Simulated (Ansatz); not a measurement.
How the band gap of LaCO (C2/m, No. 12, 6 atoms in the cell; start mp-27311) moves with the method

No measured value is used here.

```
level (code)            value (eV)
-------------------  -------------
LDA (Ansatz)                  2.87
PBEsol+SOC (Ansatz)  2.90 (direct)
r²SCAN+SOC (Ansatz)  3.36 (direct)
HSE06+SOC (Ansatz)   4.38 (direct)
PBE0 (Ansatz)                 5.13
r²SCAN0 (Ansatz)              5.38
```

Computed values are for a static lattice. Levels without +SOC have no spin–orbit coupling; where heavier elements are present it shifts gaps, mostly down, and can invert bands.  Values are at the PBEsol cell. Cutoffs and k meshes differ between the levels. Ansatz's density-functional and Hartree–Fock values are scalar-relativistic unless marked +SOC, with PAW data made under PBE.

A start named mp-… is a Materials Project structure, which need not be a measured phase.

Ansatz is an electronic-structure program.
